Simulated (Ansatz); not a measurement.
A working Ansatz (a program for electronic structure) input for Cu2SiTe3 (Cc, 12 atoms in the cell) (DFT, LDA (PW92), plane waves, default PAW files made with PBE):

Ansatz 0.2 input:
```yaml
# Cu2SiTe3
crystal:
  lattice:
    - [3.61372500, -6.29026000, 0.00000000]
    - [3.61372500, 6.29026000, 0.00000000]
    - [-2.36168700, 0.00000000, 6.85013500]
  atoms:
    - { symbol: Si, position: [0.68239000, 0.51507000, 0.01405000] }
    - { symbol: Si, position: [0.51507000, 0.68239000, 0.51405000] }
    - { symbol: Cu, position: [0.99153000, 0.16371000, 0.99558000] }
    - { symbol: Cu, position: [0.16371000, 0.99153000, 0.49558000] }
    - { symbol: Cu, position: [0.34001000, 0.83875000, 0.99761000] }
    - { symbol: Cu, position: [0.83875000, 0.34001000, 0.49761000] }
    - { symbol: Te, position: [0.37254000, 0.54318000, 0.12872000] }
    - { symbol: Te, position: [0.54318000, 0.37254000, 0.62872000] }
    - { symbol: Te, position: [0.05052000, 0.88356000, 0.12154000] }
    - { symbol: Te, position: [0.88356000, 0.05052000, 0.62154000] }
    - { symbol: Te, position: [0.70890000, 0.21588000, 0.12606000] }
    - { symbol: Te, position: [0.21588000, 0.70890000, 0.62606000] }
basis:
  ecutwfc: 30.9 Ry
kpoints:
  mp_grid:
    grid: [3, 3, 3]
hamiltonian:
  xc: lda
  pseudopotentials:
    kind: paw
scf:
  occupations:
    method: fermi_dirac
    width: 0.0073 Ry
output:
  forces: true
  eigenvalues: true
  stress: true
```

The run converged in 11 iterations: free energy E − TS (on the zero of these files) -68403.5901 eV; pressure -2.88 GPa; largest force (vector length) 0.269 eV/Å. Each of these slips is then made, one at a time:

(1)
```diff
-    method: fermi_dirac
-    width: 0.0073 Ry
+    method: gaussian
+    width: 0.1 Ry
```

(2)
```diff
-# Cu2SiTe3
+# Si2Cu5Te6
+    - { symbol: Cu, position: [0.83875000, 0.34001000, 0.49761000] }
```

**Question.** How does each altered input end?

**Answer.** 
(1) A smearing width that is far too large. The run converged in 9 iterations without an error; against the sound input the free energy goes down by 113 meV/atom, the pressure goes from -2.88 to -1.33 GPa and the largest force goes from 0.269 to 0.661 eV/Å.

(2) One atom entered twice. The program stopped before any SCF iteration.
```
Error: atoms 5 (Cu) and 12 (Cu) coincide: fractional positions [0.83875, 0.34001, 0.49761] and [0.83875, 0.34001, 0.49761] are 0.00e0 Å apart, within the symmetry tolerance 1e-5 (fractional) on every axis — remove the duplicate or separate the sites (indices count the expanded atom list at the failing check: the typed cell's during the `space_group [...]
```

The starting cell comes from a database of computed structures (which also holds hypothetical and non-ambient phases and stackings), without a prior relaxation at this level. Spin polarisation is off. Ansatz's pressure includes its estimate of the finite-basis (Pulay) stress. A gap is left out here, as mesh or smearing make it unsure.

Left out of this page: 2 runs of the series outside the window shown, repeating another row's setting, or not comparable; 2 runs of the series stopped by limits of time or memory.
